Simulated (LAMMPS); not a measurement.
One fault surface with several potentials: a slab of Ni (fcc) cut on the (111) plane, one half shifted rigidly along [1-10] and [11-2] of the cubic cell, atoms relaxed along the normal alone.

The levels:
- EAM-type CuNi.eam.alloy: classical force field (static), pair style eam/alloy, file CuNi.eam.alloy (LAMMPS); Onat and Durukanoglu, J Phys Cond Matt, 26, 035404 (2014)
- EAM-type Ni.adp: classical force field (static), pair style adp, file Ni.adp (LAMMPS); Mishin et al, Acta Mater, 53, 4029 (2005)
- EAM-type NiAlH_jea.eam.alloy: classical force field (static), pair style eam/alloy, file NiAlH_jea.eam.alloy (LAMMPS); Moody and Baskes, Modell Sim Mater Sci Eng, 3, 289-307 (1995)
- EAM-type universal-3 set of Foiles, Baskes and Daw: classical force field (static), pair style eam, the elements' _u3.eam files (universal-3 set of Foiles, Baskes and Daw) (LAMMPS); Foiles et al, Phys Rev B, 33, 7983 (1986)
- MEAM MoCoNiVFeAlCr_2nn.meam: classical force field (static), pair style meam, file MoCoNiVFeAlCr_2nn.meam (LAMMPS); Wang, J., Kwon, H., Kim, H.S. et al. A neural network model for high entropy alloy design. npj Comput Mater 9, 60 (2023).
- SNAP Ni_Zuo_JPCA2020.quadratic.snap: machine-learned potential (static), pair style snap, file Ni_Zuo_JPCA2020.quadratic.snap (LAMMPS); Y. Zuo, C. Chen, X, Li, Z. Deng, Y. Chen, J. Behler, G. Csányi, A. V. Shapeev, A. P. Thompson, M. A. Wood, S. P. Ong, "Performance and Cost Assessment of Machine Learning Interatomic Potentials" J. Phys. Chem. A 124, 4, 731-745 (2020)
- SNAP Ni_Zuo_JPCA2020.snap: machine-learned potential (static), pair style snap, file Ni_Zuo_JPCA2020.snap (LAMMPS); Y. Zuo, C. Chen, X, Li, Z. Deng, Y. Chen, J. Behler, G. Csányi, A. V. Shapeev, A. P. Thompson, M. A. Wood, S. P. Ong, "Performance and Cost Assessment of Machine Learning Interatomic Potentials" J. Phys. Chem. A 124, 4, 731-745 (2020)

**Question.** The measured intrinsic stacking-fault energy is 125 mJ/m2 (Ruihuan Li, Song Lu, Dongyoo Kim et al., Journal of Physics Condensed Matter (2016), arXiv:1511.08634). Which of these potentials comes closest, and which is furthest off?

**Answer.** Closest: MEAM MoCoNiVFeAlCr_2nn.meam (125 mJ/m²). Furthest: EAM-type universal-3 set of Foiles, Baskes and Daw (14 mJ/m²). All: MEAM MoCoNiVFeAlCr_2nn.meam 125 mJ/m²; EAM-type CuNi.eam.alloy 130 mJ/m²; EAM-type Ni.adp 136 mJ/m²; EAM-type NiAlH_jea.eam.alloy 89 mJ/m²; SNAP Ni_Zuo_JPCA2020.quadratic.snap 52 mJ/m²; SNAP Ni_Zuo_JPCA2020.snap 49 mJ/m²; EAM-type universal-3 set of Foiles, Baskes and Daw 14 mJ/m².
